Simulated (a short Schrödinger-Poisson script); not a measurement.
Stack: gated Al0.25Ga0.75As/GaAs modulation-doped gas, at 20 K.

```
layer        material  thickness (nm)  Nd (cm⁻³)  Na (cm⁻³)
-----  --------------  --------------  ---------  ---------
1      Al0.25Ga0.75As              30          -          -
2      Al0.25Ga0.75As              40     1.3e18          -
3      Al0.25Ga0.75As              10          -          -
4                GaAs            6000          -       2e14
```

The device is made up for the run: typed textbook-type constants, with dimensions and the other settings drawn at random. Al0.25Ga0.75As: permittivity 12.19, conduction-band edge (eV) 0.198, gap (eV) 1.736, electron mass (mₑ) 0.0878, Nv at 300 K (cm⁻³) 9e18. GaAs: permittivity 12.9, conduction-band edge (eV) 0, gap (eV) 1.424, Nv at 300 K (cm⁻³) 9e18.

Channel valleys (confinement mass, in-plane density-of-states mass, number): Γ 0.067, 0.067, 1. At the gate the conduction-band edge of layer 1 lies 0.95 eV − eVg above the Fermi level of the channel; the field vanishes at the back. Donor level 0.05 eV below the band edge. The barrier under the gate holds no holes. Gaps are held at their typed values at every temperature. Mesh 0.08 nm at interfaces.

From a short Schrödinger-Poisson script (our own, NumPy): 1D Poisson equation in equilibrium, electrons quantum, Hartree (BenDaniel-Duke, 40 states a valley, the channel's in-plane mass for all, wave functions free to enter the barrier), parabolic valleys, classical holes, donors ionised by Fermi statistics, acceptors fully, no traps, pinning or gate leakage.

The same stack at other levels of the model or other numerical settings:

```
run                                                                  sheet density of all electrons at Vg = 0.5 V (cm⁻²)  sheet density of all electrons at Vg = -2 V (cm⁻²)  capacitance at Vg = 0.5 V (μF/cm²)  centroid of the channel electrons at Vg = 0.5 V (nm)  rough cost against the base
-------------------------------------------------------------------  ---------------------------------------------------  --------------------------------------------------  ----------------------------------  ----------------------------------------------------  ---------------------------
base                                                                                                             4.21e11                                             4.19e11                               0.298                                                  7.18                      about 1
electrons treated as classical, Boltzmann                                                                        6.40e11                                             6.36e11                               0.298                                                     …                         0.03
electrons treated as classical, Fermi-Dirac                                                                      4.66e11                                             4.64e11                               0.298                                                  4.93                          0.1
electrons treated as quantum, Hartree plus LDA exchange-correlation                                              4.49e11                                                   …                               0.298                                                  6.76                            2
mesh six times as coarse                                                                                         4.20e11                                             4.18e11                               0.298                                                  7.15                          0.2
one subband a valley                                                                                             4.20e11                                             4.18e11                               0.298                                                     …                          0.2
```

### Question
Fill in the missing entries.

### Answer

- electrons treated as classical, Boltzmann, centroid of the channel electrons at Vg = 0.5 V (nm): 0.73
- one subband a valley, centroid of the channel electrons at Vg = 0.5 V (nm): 7.13
- electrons treated as quantum, Hartree plus LDA exchange-correlation, sheet density of all electrons at Vg = -2 V (cm⁻²): 4.47e11

The classical rows ignore confinement, and Boltzmann statistics overrate the density once the band edge passes the Fermi level.
